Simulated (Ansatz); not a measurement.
**SnO2, element substitutions**

The reference is SnO$_{2}$ in the rutile structure (space group P4_2/mnm, No. 136; a = 4.7685 Å, c = 3.2114 Å).

Each row replaces one element on all its sites; cell and atoms are relaxed.

Levels (all Ansatz, a quantum-chemistry and plane-wave program, PAW, earlier PAW set): PBEsol (420 eV, no spin-orbit coupling); r2SCAN (500 eV, without spin-orbit coupling); PBEsol+SOC (420 eV, spin-orbit coupling included).

Band gaps by level, all at the geometries relaxed with PBEsol:

```csv
case,PBEsol,r2SCAN,PBEsol+SOC
base,0.92 eV,1.70 eV,0.93 eV
O → Se,zero,zero,zero
Sn → Ti,1.87 eV,?,1.87 eV
```

Complete the table.


- Sn → Ti, r2SCAN: 2.24 eV

Single points use the geometry relaxed with PBEsol. Differences between runs with and without spin-orbit coupling are approximate. Whether these cells are dynamically stable was not tested. As relaxed here, SnSe2 is a hypothetical phase, not in the database extracts checked. The runs without spin-orbit coupling are not spin-polarised. A zero or small gap of SnSe2 can be the functional's error rather than a property of the material.
